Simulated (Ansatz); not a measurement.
Input and output of a self-consistent single point for VH2 (I4mm, 3 atoms in the cell) (Ansatz, a first-principles code).

Computed with PBEsol, harder PAW files (source: ansatz) made with PBE (plane waves; Ansatz).

```xyz
3
Lattice="0.0000 2.1039 2.1039 2.1039 0.0000 2.1039 2.1039 2.1039 0.0000" Properties=species:S:1:pos:R:3 pbc="T T T"
V      0.0000     0.0000     0.0500
H      3.1558     3.1558     3.1558
H      1.0519     1.0519     1.0519
```

Reference input (self-consistent single point, DFT, PBEsol, plane waves, default PAW files made with PBE): basis.ecutwfc = 420 eV; kpoints.mp_grid.grid = 13 13 13; hamiltonian.xc = pbesol; hamiltonian.pseudopotentials = {kind: paw} (the program's default PAW files); scf.occupations.method = gaussian; scf.occupations.width = 0.1 eV. This run's input differs from it in these lines:

Ansatz 0.2 input:
```diff
@@ -10,3 +10,3 @@
 basis:
-  ecutwfc: 420.0
+  ecutwfc: 715.0
 kpoints:
@@ -15,3 +15,3 @@
   xc: pbesol
-  pseudopotentials: { kind: paw }
+  pseudopotentials: { kind: paw, source: ansatz }
 scf:
```

The program printed (abridged):

```
SCF iter   1: F=—  HF=-2918.153369 eV  |F-HF|=—  |Δ(HF+E_count)|=         —  Δρ=1.21e-1  dr2=2.33e0  ethr=3.10e-3  ⟨swp⟩=4.6  Hψ=12099  notcnv=0
all-band conjugate gradients solve this SCF's bands
preconditioner: auto → none
SCF iter   2: F=—  HF=-2917.514198 eV  |F-HF|=—  |Δ(HF+E_count)|=   6.39e-1  Δρ=3.68e-2  dr2=1.97e-1  ethr=3.10e-3  ⟨swp⟩=2.5  Hψ=6084  notcnv=0  defer=48
   [... lines left out ...]
SCF iter   4: F=—  HF=-2917.444845 eV  |F-HF|=—  |Δ(HF+E_count)|=   3.37e-3  Δρ=1.65e-3  dr2=1.76e-4  ethr=8.82e-5  ⟨swp⟩=1.6  Hψ=3501  notcnv=0  defer=45
SCF iter   5: F=—  HF=-2917.444906 eV  |F-HF|=—  |Δ(HF+E_count)|=   6.09e-5  Δρ=1.57e-4  dr2=2.66e-6  ethr=1.17e-6  ⟨swp⟩=2.7  Hψ=3646  notcnv=0  defer=45
SCF iter   6: F=—  HF=-2917.444904 eV  |F-HF|=—  |Δ(HF+E_count)|=   1.87e-6  Δρ=2.67e-5  dr2=7.40e-8  ethr=6.67e-10  ⟨swp⟩=7.0  Hψ=11737  notcnv=0
SCF iter   7: F=-2917.444904 eV  HF=-2917.444904 eV  |F-HF|=2.49e-10  |Δ(HF+E_count)|=   2.17e-8  Δρ=3.26e-6  dr2=7.94e-10  ethr=4.93e-10  ⟨swp⟩=2.5  Hψ=8571  notcnv=0
SCF 1 converged in 7 iterations: F = -2917.444904 eV  dr2 = 7.94e-10
Free energy (F): -2917.444904 eV
Internal energy: -2917.437225 eV  (E = F + TS)
E sigma→0 (E₀):  -2917.441065 eV
Entropy (-TS):   -0.007678 eV (-2.559 meV/atom)
Fermi energy:    13.629296 eV
--- Forces (eV/Å), atoms counted from 1 ---
  atom   1  V      0.00000000    -0.00000000    -0.47854061
  atom   2  H      0.00000000    -0.00000000     0.23927087
  atom   3  H     -0.00000000     0.00000000     0.23927087
--- Stress (GPa, compression-positive) ---
       -5.193386       0.000000       0.000000
        0.000000      -5.193386       0.000000
        0.000000       0.000000      -5.464015
  P = ⅓ Tr σ = -5.2836 GPa (-52.836 kbar)
  The stress holds the Pulay correction. Without it, at fixed plane waves, as pw.x and ABINIT print it: P = -6.0336 GPa
```

The run converged in 7 iterations. Against the reference run the pressure hardly changes (-5.33 to -5.28 GPa) and the largest force hardly changes (0.477 to 0.479 eV/Å).

The starting cell comes from a database of computed structures (which also holds hypothetical and non-ambient phases and stackings), without a prior relaxation at this level. Its lattice was rescaled by up to half a per cent. One atom was moved a little off its site on purpose. Spin polarisation is off. Ansatz's pressure includes its estimate of the finite-basis (Pulay) stress. Without the estimate this run gives -6.03 GPa. The cutoff lies below the one recommended for these files.
